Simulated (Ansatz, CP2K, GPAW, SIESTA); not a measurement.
**Bi (P2_1/m, 4 atoms in the cell) computed with different codes at matched settings**

Self-consistent single point.

```
Bi
1.0
    4.51733     0.00000     0.00000
    0.00000     4.48236     0.00000
   -1.48056     0.00000     6.50406
Bi
4
Direct
  0.85569   0.25000   0.78518
  0.14431   0.75000   0.21482
  0.67717   0.25000   0.31790
  0.32283   0.75000   0.68210
```

Shared settings, as Ansatz (a first-principles code) writes them: kpoints.mp_grid.grid = 5 4 3; scf.occupations.method = gaussian; scf.occupations.width = 0.01 Ry. Potentials and cutoffs stand in the table.

```json
[
 {"code": "CP2K", "model": "PBEsol, GPW, DZVP-MOLOPT-SR-GTH basis, GTH-PBE potentials (GTH_POTENTIALS)", "pressure (GPa)": "2.94", "largest force (eV/Å)": "0.341", "cutoff": "grid 400 Ry"},
 {"code": "GPAW", "model": "PBEsol, GPAW PAW datasets PBEsol (made by gpaw-setup)", "pressure (GPa)": "0.52", "largest force (eV/Å)": "0.167", "cutoff": "600 eV"},
 {"code": "SIESTA", "model": "GGA PBEsol, numerical atomic orbitals DZP, PseudoDojo PBEsol standard norm-conserving potentials (rewritten from UPF to PSML)", "pressure (GPa)": "1.23", "largest force (eV/Å)": "0.327", "cutoff": "grid 300 Ry"},
 {"code": "Ansatz", "model": "PBEsol, default PAW files made with PBE", "pressure (GPa)": "0.59", "largest force (eV/Å)": "0.185", "cutoff": "30.9 Ry"}
]
```

Size of the force on each atom (eV/Å): Sizes of forces hide their directions.

```tsv
code	Bi1	Bi2	Bi3	Bi4
CP2K	0.341	0.341	0.205	0.205
GPAW	0.167	0.167	0.089	0.089
SIESTA	0.327	0.327	0.215	0.215
Ansatz	0.185	0.185	0.092	0.092
```

On Ansatz's run: spin-orbit coupling is off.

The spread over the programs that give each value: pressure within 2.42 GPa; largest force within 0.174 eV/Å.

CP2K and SIESTA use small atom-centred bases, whose incompleteness enters pressures, forces and empty levels differently from a plane-wave cutoff. Ansatz's pressure is given at a fixed set of plane waves, as the other plane-wave codes print theirs. In the pressure, CP2K (by 2.38) lies more than 1 GPa from the median of the plane-wave programs. In the force vectors, CP2K (by 0.170) and SIESTA (by 0.161) lie more than 0.08 eV/Å from the median of the plane-wave programs.

The shared mesh is coarse (it stands for a supercell whose shortest vector is 18 Å), so the values are not converged in it.

The starting cell comes from a database of computed structures (which also holds hypothetical and non-ambient phases and stackings), without a prior relaxation at this level. Its lattice was rescaled by a random factor within 2.5 % of one.

Left out of this page: Elk and FLEUR (not drawn, or without a comparable value).

Keys are those of Ansatz 0.2.
